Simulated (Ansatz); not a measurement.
Start from SiSe₂ (space group Ibam, No. 72; made of chains).

```xyz
6
Lattice="-3.1507 4.6508 2.9278 3.1507 -4.6508 2.9278 3.1507 4.6508 -2.9278" Properties=species:S:1:pos:R:3 pbc="T T T"
Se     1.8579     3.4575     2.9278
Se     1.2928    -1.1933     2.9278
Se     1.8579     5.8441     0.0000
Se     1.2928     1.1933     0.0000
Si     0.0000     0.0000     4.3917
Si     0.0000     0.0000     1.4639
```

The values are results of PBEsol (Ansatz, a first-principles code), scalar-relativistic without spin-orbit coupling, not measurements.

Before the change:

| Item | Result |
|---|---|
| Band gap | 1.65 eV |
| Density | 3.60 g/cm³ |
| Gap character | indirect, F₀ → X |

One thing is altered: a hydrostatic pressure of 4.5 GPa.

**Question.** Predict the new valence-band top at Γ.

**Answer.** The valence-band top at Γ (three highest levels, from the VBM) amounts to 0.00, -0.32, -1.13 eV.

**Question.** How does this affect the band gap?

**Answer.** The band gap drops by 0.647 eV to 1.01 eV.

**Question.** What does the calculation give for the density after the change?

**Answer.** The density increases by 0.97 g/cm³ (3.60 g/cm³ → 4.57 g/cm³).

**Question.** Predict the new gap character.

**Answer.** The gap character changes from indirect, F₀ → X to indirect, Γ → X.

Load acts through the strain it causes; cell and atoms are relaxed under it. Stability against distortions was not tested. No dispersion term is included in the PBEsol runs.
